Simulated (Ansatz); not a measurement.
Start from BAs in the zinc blende structure (space group F-43m, No. 216).

```
CELL_PARAMETERS angstrom
      0.00000     2.39193     2.39193
      2.39193     0.00000     2.39193
      2.39193     2.39193     0.00000
ATOMIC_POSITIONS crystal
  B  0.00000 0.00000 0.00000
  As 0.25000 0.25000 0.25000
```

Computed with DFT with r2SCAN, PAW potentials and a 500 eV plane-wave cutoff in Ansatz (an electronic-structure program), spin-orbit coupling left out.

For the base:

The smallest direct gap comes out as 3.44 eV and the shortest interatomic distance comes out as 2.071 Å.

Perturbation: cell and atoms relaxed at a pressure of 22.5 GPa.

What happens to the smallest direct gap and shortest interatomic distance?

The smallest direct gap increases by 0.155 eV, from 3.44 eV to 3.59 eV; the shortest interatomic distance shrinks by 0.084 Å, from 2.071 Å to 1.987 Å.

Load acts through the strain it causes; cell and atoms are relaxed under it. No phonon test of stability was made. Competing high-pressure phases were not computed.
